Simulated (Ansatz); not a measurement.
SrLi₂Nb₂O₇ (Cmcm, No. 63, 24 atoms in the cell; start mp-557857) was calculated with PBEsol in Ansatz (plane waves, PAW).

Numerical settings: plane-wave cutoff 520 eV, 6×6×6 k mesh, Fermi–Dirac smearing 0.01 eV, no spin polarisation, scalar-relativistic PAW data made under PBE.

Cell (relaxed with PBEsol):

Space group Cmcm (No. 63); a = 17.968 Å, b = 5.584 Å, c = 5.570 Å, α = β = γ = 90.00°

```json
[
 {"atom": "Li", "site": "8e", "symmetry": "2..", "x": "0.2621", "y": "0.0000", "z": "0.0000"},
 {"atom": "Sr", "site": "4c", "symmetry": "m2m", "x": "0.0000", "y": "0.7446", "z": "0.2500"},
 {"atom": "Nb", "site": "8g", "symmetry": "..m", "x": "0.1154", "y": "0.2457", "z": "0.2500"},
 {"atom": "O", "site": "8e", "symmetry": "2..", "x": "0.3834", "y": "0.0000", "z": "0.0000"},
 {"atom": "O", "site": "8e", "symmetry": "2..", "x": "0.0940", "y": "0.0000", "z": "0.0000"},
 {"atom": "O", "site": "8g", "symmetry": "..m", "x": "0.2185", "y": "0.2162", "z": "0.2500"},
 {"atom": "O", "site": "4c", "symmetry": "m2m", "x": "0.0000", "y": "0.2982", "z": "0.2500"}
]
```
(The calculation used a cell of 24 atoms; values per cell refer to that cell.)

Q: Give the computed band gap and Γ–Γ gap.

A: 
- band gap = 1.81 eV
- Γ–Γ gap = 1.86 eV

Spin–orbit coupling is not included.

Static lattice: no zero-point or thermal effects.

Cost on a shared machine: roughly 11 core-minutes.

A start named mp-… is a Materials Project structure, which need not be a measured phase.

Ansatz is a first-principles code.
